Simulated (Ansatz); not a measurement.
Base system: SiC (space group P6_3mc, No. 186; a = 3.078 Å, c = 10.077 Å). Axes: x lies along a and z along c of the hexagonal cell.

The values are results of r2SCAN/PAW in Ansatz (a quantum-chemistry and plane-wave program), without spin-orbit coupling, earlier PAW set, not measurements.

Strains are applied to the cell and any free atomic positions relax; under biaxial strain the out-of-plane vector relaxes too.

One change was made to it. Results:

The pressure (mean of the normal stresses, compression positive) goes from zero to 3.91 GPa; the shortest interatomic distance falls by 0.024 bohr to 3.535 bohr; the band gap falls by 0.065 eV, from 2.60 eV to 2.53 eV.

What was done to the base?
A. biaxial strain −0.90 %, plane normal [001], relaxed out of plane
B. uniaxial strain ε_zz = −1.73 %
C. tensor shear ε_xz = +1.93 %
D. biaxial strain −1.66 %, plane normal [001], relaxed out of plane
E. strain tensor (xx, yy, zz, yz, xz, xy) = (+0.37, −0.58, +1.66, −0.30, −2.12, +1.21) %

A, biaxial strain −0.90 %, plane normal [001], relaxed out of plane. For comparison, the band gap in the other runs: uniaxial strain ε_zz = −1.73 % gives 2.59 eV; strain tensor (xx, yy, zz, yz, xz, xy) = (+0.37, −0.58, +1.66, −0.30, −2.12, +1.21) % gives 2.24 eV; biaxial strain −1.66 %, plane normal [001], relaxed out of plane gives 2.47 eV; tensor shear ε_xz = +1.93 % gives 2.40 eV.

Whether these cells are dynamically stable was not tested.
